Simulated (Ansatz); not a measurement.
Base system: SiO$_{2}$ (space group P3_221, No. 154; a = 5.020 Å, c = 5.509 Å).

(Cell as relaxed with PBE.)

Levels (all Ansatz, an electronic-structure program, PAW, earlier PAW set): PBE (420 eV, scalar-relativistic without spin-orbit coupling); r2SCAN (500 eV, no spin-orbit coupling).

Each level relaxes its own structure.

| base | PBE | r2SCAN |
|---|---|---|
| volume per atom | 13.36 Å³ | 12.62 Å³ |
| lattice parameter a | 502.0 pm | 492.0 pm |

One thing is altered: cell and atoms relaxed at a pressure of 9 GPa.

```
quantity                            PBE    r2SCAN
-----------------------------  --------  --------
shortest interatomic distance  161.6 pm  160.2 pm
c/a ratio                         1.124     1.128
```

PBE's shortest interatomic distance lies 1.4 pm above r2SCAN's (0.8 %); PBE's c/a ratio lies 0.0035 below r2SCAN's. Neither level is exact; r2SCAN is the comparison here, not a measurement.

Load acts through the strain it causes; cell and atoms are relaxed under it. Stability against distortions was not tested. No other phases were tried under pressure.
